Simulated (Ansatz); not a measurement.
The parent structure is C in the graphite type structure (space group P6_3/mmc, No. 194; a = 2.465 Å, c = 6.729 Å; layered, stacked along the Cartesian z axis).

Calculations: Kohn–Sham DFT with the PBE-D3(BJ) functional, run in Ansatz (a quantum-chemistry and plane-wave program) with PAW and 420 eV plane waves, scalar-relativistic without spin-orbit coupling, earlier PAW set.

One change was made to it. Results:

```json
[
 {"quantity": "c/a ratio", "base": "2.730", "after": "2.407"},
 {"quantity": "volume per atom", "base": "8.85 Å³", "after": "7.65 Å³"}
]
```

Task: Which of these changes matches the shifts?
A) pressure 5 GPa
B) pressure 0.3 GPa
C) pressure 10 GPa
D) pressure 3 GPa
E) pressure −1 GPa

Result: C, pressure 10 GPa. For comparison, the volume per atom in the other runs: pressure 0.3 GPa gives 8.78 Å³; pressure 3 GPa gives 8.29 Å³; pressure 5 GPa gives 8.06 Å³; pressure −1 GPa gives 9.21 Å³.

The mesh was chosen for an insulator and is coarse for the gapless case. Load acts through the strain it causes; cell and atoms are relaxed under it. No phonon test of stability was made. No other phases were tried under pressure.
